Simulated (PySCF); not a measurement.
PySCF 2.14.0, HF/def2-svp, df: Cc1ccsc1-c1ccc(-c2c(F)c(F)cc(F)c2F)cc1, 32 atoms. The geometry is a generated start, not checked to be a minimum at this level.

```
Quantity                      Result
-------------------  ---------------
task                          energy
method                            hf
basis                       def2-svp
two-electron scheme  density fitting
mf.init_guess        minao (default)
mf.DIIS              CDIIS (default)
mf.diis_space            8 (default)
mf.conv_tol          1e-09 (default)
basis functions                  362
```

On 4 threads, 1 BLAS thread. Build: conda-forge: OpenMP (GNU), OpenBLAS with its own threads, libcint, Libxc. One run each, on a shared machine, so no times are given.

Values of mol.max_memory tried: 8000 MB, 4000 MB, 2000 MB, 1000 MB, 500 MB, 300 MB, 200 MB.

Problem. What happens as the memory setting falls?

Solution. It runs down to 200 MB, the lowest tried, with the same result. At 8000 MB: fitted integrals in memory. From 1000 MB down: fitted integrals in a file.

```csv
mol.max_memory,path,peak memory
8000 MB,fitted integrals in memory,2.0 GiB
4000 MB,fitted integrals in memory,2.0 GiB
2000 MB,fitted integrals in memory,1.4 GiB
1000 MB,fitted integrals in a file,0.57 GiB
500 MB,fitted integrals in a file,0.35 GiB
300 MB,fitted integrals in a file,0.26 GiB
200 MB,fitted integrals in a file,0.22 GiB
```

Peak memory is the kernel's count for the largest process, libraries included and scratch files not. The peak passes the setting at 200 MB: it is no hard cap.
